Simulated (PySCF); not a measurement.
PySCF 2.14.0, CAM-B3LYP/def2-svp: anthracene (idealised geometry), 24 atoms. The geometry is a generated start, not checked to be a minimum at this level.

```json
{
 "task": "energy",
 "method": "cam-b3lyp",
 "basis": "def2-svp",
 "two_electron_scheme": "exact four-centre integrals",
 "mol.max_memory": "4000 MB",
 "mf.init_guess": "minao (default)",
 "mf.DIIS": "CDIIS (default)",
 "mf.diis_space": "8 (default)",
 "mf.conv_tol": "1e-09 (default)",
 "mf.grids.level": "3 (default)",
 "basis_functions": "246",
 "grid_points": "295736"
}
```

Hardware: Arm Neoverse V2, 96 cores on 1 socket, no SMT, 1 L3 cache group.

Wall times, medians of two to five repeats, each run alone on the node (launch to exit). Processes are pinned to neighbouring cores unless said otherwise. The build: PyPI wheel: OpenMP (GNU), a bundled serial OpenBLAS 0.3.3 under its C layer, NumPy's threaded OpenBLAS held to generic ARMv8 kernels, libcint, Libxc; another build can shift the numbers. Scratch files lie in a memory file system.

Started as
```bash
OMP_NUM_THREADS=32 OPENBLAS_NUM_THREADS=1 python -u run.py
```
(32 threads, 1 BLAS thread, mol.max_memory = 4000 MB) it takes 26 s and 12 Fock builds (products with the orbital Hessian counted alike).

### Question
How long does it take after this change: mol.max_memory = 200000 MB?

### Answer
About 19 s (2 runs within 1 %): 1.4× as fast. The largest move is in J and K builds (net of one-off fitting integrals): 21 s to 13 s. Without room for the integrals they are computed anew in 24 passes, 21 s in all. Change in the result: energy under 0.001 meV/atom.
